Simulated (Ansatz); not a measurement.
# YSi3 (I4/mmm, No. 139, 16 atoms in the cell; start mp-1189560)

These are PBEsol (plane waves, PAW; Ansatz, an electronic-structure program) values and carry that method's errors.

Numerical settings: plane-wave cutoff 500 eV, 8×8×8 k mesh, Fermi–Dirac smearing 0.05 eV, scalar-relativistic PAW data made under PBE.

Cell (relaxed at this level):

YSi3 is taken in the tetragonal space group I4/mmm (No. 139), Pearson symbol tI32. Cell: a = b = 7.155 Å, c = 10.705 Å, α = β = γ = 90.00°. Y1 on 4e is surrounded by 8 Si at 2.967–2.987 Å and 4 Si at 3.233 Å. Y2 on 4d has 12 Si at 2.949–2.993 Å. Si1 on 8i sees 5 Si at 2.475–2.553 Å and 4 Y at 2.949–2.967 Å. Si2 on 16m sees 1 Si at 2.425 Å and 4 Si at 2.553–2.665 Å and 3 Y at 2.987–2.993 Å and 1 Y at 3.233 Å. (Neighbours: up to the widest gap in distance over summed covalent radii, below 1.35, at either atom; cation-cation and far metal-metal contacts left out.)
(The calculation used a cell of 16 atoms; values per cell refer to that cell.)

| Item | Value |
|---|---|
| band gap | zero (no gap) |

Note: the relaxation could not lower the start's symmetry, so the cell can be a saddle point above a distorted one.

Spin–orbit coupling is not included.

Static lattice: no zero-point or thermal effects.

The result took roughly 5 core-minutes.

A start named mp-… is a Materials Project structure, which need not be a measured phase.
